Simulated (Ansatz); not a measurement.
Where the default PAW files enter, the runs use the earlier of Ansatz's two default sets.

Inside the gap of an insulator the Bloch states are evanescent, with a wavenumber k + iκ along the transport direction.

```xyz
12
Lattice="5.1961 0.0000 0.0000 0.8937 5.3070 0.0000 0.0000 0.0000 5.2537" Properties=species:S:1:pos:R:3 pbc="T T T"
Hf     4.3939     3.7569     2.4065
Hf     1.6959     1.5501     2.8472
Hf     2.1427     4.2036     5.0333
Hf     3.9470     1.1034     0.2203
O      3.7428     5.1933     3.9010
O      2.3470     0.1137     1.3527
O      2.7938     2.7672     1.2742
O      3.2959     2.5398     3.9795
O      5.1503     1.8376     1.7377
O      0.9395     3.4695     3.5160
O      0.4926     0.8160     4.3645
O      5.5971     4.4911     0.8891
```

Space group of this cell: P2_1/c. The cell is strained (all lengths scaled by 1.02); by r2SCAN its mean pressure is -10.4 GPa.

Transport runs along the normal of the first two printed cell vectors.

The gap is the functional's own, uncorrected, and κ follows it; spin-orbit coupling is left out. Mid-gap values are interpolated between the computed energies.

Problem. Give the band gap and the smallest decay constant κ at mid-gap that r2SCAN run with Ansatz (a program for electronic structure) yields.

Solution. Gap 4.43 eV on a 6×6×6 mesh; κ = 0.370 1/Å, at the zone centre.
